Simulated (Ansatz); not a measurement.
# Hypothetical anti-CdI2 type W2N, response to strain

Consider W$_{2}$N in the anti-CdI2 type structure (space group P-3m1, No. 164; a hypothetical phase, not in the database extracts checked; relaxed with 0.1 eV smearing).

```
CELL_PARAMETERS angstrom
      2.80311     0.00000     0.00000
     -1.40156     2.42756     0.00000
      0.00000     0.00000     5.29891
ATOMIC_POSITIONS crystal
  N  0.00000 0.00000 0.00000
  W  0.33333 0.66667 0.26916
  W  0.66667 0.33333 0.73084
```

Cartesian axes are those of the cell as printed.

Strains are applied to the cell and any free atomic positions relax; under biaxial strain the out-of-plane vector relaxes too; under stress the whole cell relaxes.

Levels (all Ansatz, a first-principles code, PAW): PBEsol (420 eV, scalar-relativistic without spin-orbit coupling); r2SCAN (500 eV, spin-orbit coupling left out).

Pressures by level, all at the geometries relaxed with PBEsol:

```csv
case,PBEsol,r2SCAN
base,0.0 GPa,4.8 GPa
"biaxial strain −0.68 %, plane normal [001], relaxed out of plane",2.3 GPa,7.2 GPa
uniaxial strain ε_zz = +1.59 %,-5.2 GPa,-0.7 GPa
"uniaxial stress, 5 GPa compression along z",1.7 GPa,6.5 GPa
"uniaxial stress, 1 GPa tension along z",-0.3 GPa,4.4 GPa
```

Single points use the geometry relaxed with PBEsol. Their cutoffs differ, which shifts pressures a little. Beyond what the load breaks, stability against distortions was not tested. The final runs are not spin-polarised. An odd electron count without spin: W2N.
